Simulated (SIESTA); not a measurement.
**Short convergence ladders for WC (P3m1, 2 atoms in the cell)**

```
WC
1.0
    1.46227    -2.53274     0.00000
    1.46227     2.53274     0.00000
    0.00000     0.00000     2.85420
W C
1 1
Cartesian
  0.00000   0.00000   0.05000
  1.46227   0.84425   1.42710
```

Base method: SIESTA 5.4.2 with LDA PW92, numerical atomic orbitals TZP, PseudoDojo LDA standard norm-conserving potentials (rewritten from UPF to PSML).

Base settings: XC.functional = LDA; XC.authors = PW92; potentials = PseudoDojo LDA standard; PAO.BasisSize = TZP; PAO.EnergyShift = 0.01 Ry; MeshCutoff = 300 Ry; kgrid.MonkhorstPack = 6 6 5; OccupationFunction = MP; OccupationMPOrder = 0; ElectronicTemperature = 100 meV.

Core times come from one kind of shared machine, to one figure; runs under 30 s give none.

**Shifted k-point meshes**

Only quantities that move along the ladder and can be compared are tabulated.

```tsv
kgrid.MonkhorstPack	free energy less the last step's (meV/atom)	pressure (GPa)	largest difference of a force vector from the last step's (eV/Å)	core time / last (rough)
2 2 2 shifted by 0.5 0.5 0.5	-291.88	-19.84	2.307	–
3 3 3 shifted by 0.5 0.5 0.5	-108.69	-18.99	0.232	–
4 4 4 shifted by 0.5 0.5 0.5	-12.20	-15.73	0.180	0.2
5 5 5 shifted by 0.5 0.5 0.5	-3.72	-16.08	0.094	–
6 6 6 shifted by 0.5 0.5 0.5	0.50	-16.00	0.092	0.2
15 15 13 shifted by 0.5 0.5 0.5	0.00	-15.87	0.000	1
```

Coarsest kgrid.MonkhorstPack that holds the forces within 0.02 eV/Å: not settled: the last two steps still differ by 0.092 eV/Å, over half the tolerance, so the ladder does not show it.

Coarsest kgrid.MonkhorstPack that holds the free energy within 5 meV/atom of the last step, with all finer ones: 5 5 5 shifted by 0.5 0.5 0.5; the step before is off by 12 meV/atom.

Coarsest kgrid.MonkhorstPack that holds the pressure within 0.5 GPa of the last step, with all finer ones: 4 4 4 shifted by 0.5 0.5 0.5, at about 0.2 of the last step's time; the step before is off by 3.1 GPa.

**The k-point mesh at a smearing width of 0.3 eV**

In this ladder: ElectronicTemperature = 300 meV.

Only quantities that move along the ladder and can be compared are tabulated.

```tsv
kgrid.MonkhorstPack	free energy less the last step's (meV/atom)	pressure (GPa)	largest difference of a force vector from the last step's (eV/Å)	core time / last (rough)
5 5 4	25.18	-15.09	0.183	0.2
7 7 6	2.92	-15.60	0.007	0.2
10 10 9	-0.98	-15.85	0.009	0.4
14 14 13	-0.06	-15.85	0.004	0.8
17 17 15	0.00	-15.84	0.000	1
```

Coarsest kgrid.MonkhorstPack that holds the free energy within 0.5 meV/atom of the last step, with all finer ones: 14 14 13; the step before is off by 0.98 meV/atom.

Coarsest kgrid.MonkhorstPack that holds the forces within 0.02 eV/Å of the last step, with all finer ones: 7 7 6, at about 0.2 of the last step's time; the step before is off by 0.18 eV/Å.

Coarsest kgrid.MonkhorstPack that holds the pressure within 0.5 GPa of the last step, with all finer ones: 7 7 6, at about 0.2 of the last step's time; the step before is off by 0.76 GPa.

**The width of Methfessel-Paxton smearing**

In this ladder: kgrid.MonkhorstPack = 10 10 8; OccupationMPOrder = 1.

Narrow widths need finer meshes than wide ones, so the last steps can hold mesh noise.

Only quantities that move along the ladder and can be compared are tabulated; pressure and forces are left out, as mesh noise rules them at narrow widths.

```tsv
ElectronicTemperature	free energy less the last step's (meV/atom)
1000 meV	14.72
500 meV	3.10
300 meV	0.67
100 meV	0.00
```

Widest ElectronicTemperature that holds the free energy within 2 meV/atom of the last step, with all finer ones: 300 meV; the step before is off by 3.1 meV/atom.

On the base run: the starting cell has typed, rounded lattice constants, without a prior relaxation at this level. Its lattice was rescaled by up to half a per cent. One atom was moved a little off its site on purpose. Spin polarisation is off. Values carry the incompleteness of an atom-centred basis. In the base run, with a pressure of about -16 GPa the cell is away from its equilibrium volume at this level. Without a gap this mesh is coarse (it stands for a supercell whose shortest vector is 14 Å).

Left out of this page: 2 runs of the series outside the window shown, repeating another row's setting, or not comparable.
